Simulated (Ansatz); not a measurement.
BN, pressure series

The reference is BN in the wurtzite structure (space group P6_3mc, No. 186).

```cif
data_B2N2
_chemical_formula_sum 'B2 N2'
_space_group_name_H-M_alt 'P 1'
_space_group_IT_number 1
_cell_length_a 2.54100
_cell_length_b 2.54100
_cell_length_c 4.20330
_cell_angle_alpha 90.000
_cell_angle_beta 90.000
_cell_angle_gamma 120.000
loop_
_space_group_symop_operation_xyz
  'x, y, z'
loop_
_atom_site_label
_atom_site_type_symbol
_atom_site_fract_x
_atom_site_fract_y
_atom_site_fract_z
_atom_site_occupancy
B1 B 0.33333 0.66667 0.00027 1
B2 B 0.66667 0.33333 0.50027 1
N1 N 0.33333 0.66667 0.37473 1
N2 N 0.66667 0.33333 0.87473 1
```

Cell and atoms are relaxed at each pressure.

All numbers come from PBEsol/PAW in Ansatz (a quantum-chemistry and plane-wave program), no spin-orbit coupling.

```
P (GPa)  V (Å³/atom)
-------  -----------
-2.00          5.907
-1.00          5.891
0.90           5.862
2.10           5.844
4.50           5.809
9.00           5.746
15.00          5.666
22.50          5.573
30.00          5.486
```

Question: Fit a third-order Birch–Murnaghan equation of state.

Answer: Least squares on P(V) = (3B₀/2)[(V₀/V)^(7/3) − (V₀/V)^(5/3)]·[1 + (3/4)(B₀′ − 4)((V₀/V)^(2/3) − 1)] gives V₀ = 5.88 Å³/atom, B₀ = 385 GPa and B₀′ = 3.7.

Between the base and pressure 30 GPa the gap moves from 4.96 eV to 4.80 eV, a mean slope of -5.5 meV/GPa.

Load acts through the strain it causes; cell and atoms are relaxed under it. Stability against distortions was not tested. No other phases were tried under pressure.
